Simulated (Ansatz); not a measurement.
SiO2 (model structure, started from the tetragonal ZrO2 type, P4₂/nmc, No. 137, 6 atoms in the cell) was calculated with r²SCAN+rVV10 (PAW; Ansatz, an electronic-structure program).

Settings: plane-wave cutoff 560 eV, 10×10×8 k mesh (along the axes of the cell as run), Fermi–Dirac smearing 0.01 eV, scalar-relativistic PAW data made under PBE.

Cell (relaxed at this level):

```cif
data_O4Si2
_chemical_formula_sum 'Si2 O4'
_space_group_name_H-M_alt 'P 1'
_space_group_IT_number 1
_cell_length_a 2.82701
_cell_length_b 2.82701
_cell_length_c 7.83251
_cell_angle_alpha 90.000
_cell_angle_beta 90.000
_cell_angle_gamma 90.000
loop_
_space_group_symop_operation_xyz
  'x, y, z'
loop_
_atom_site_label
_atom_site_type_symbol
_atom_site_fract_x
_atom_site_fract_y
_atom_site_fract_z
_atom_site_occupancy
Si1 Si 0.00000 0.00000 0.00000 1
Si2 Si 0.50000 0.50000 0.50000 1
O1 O 0.00000 0.50000 0.10639 1
O2 O 0.00000 0.50000 0.60639 1
O3 O 0.50000 0.00000 0.39361 1
O4 O 0.50000 0.00000 0.89361 1
```

**Question.** Predict the band gap.

**Answer.** 
band gap: 5.93 eV (on the SCF k mesh)

Note: the relaxation could raise the start's symmetry but not lower it, so the cell can be a saddle point.

Computed values are for the static lattice.

Computing time: very roughly 5 core-minutes.

A model structure was made by putting elements into a prototype or built by hand; it is no filed structure, need not be a known phase, and can be a saddle point held by its symmetry.
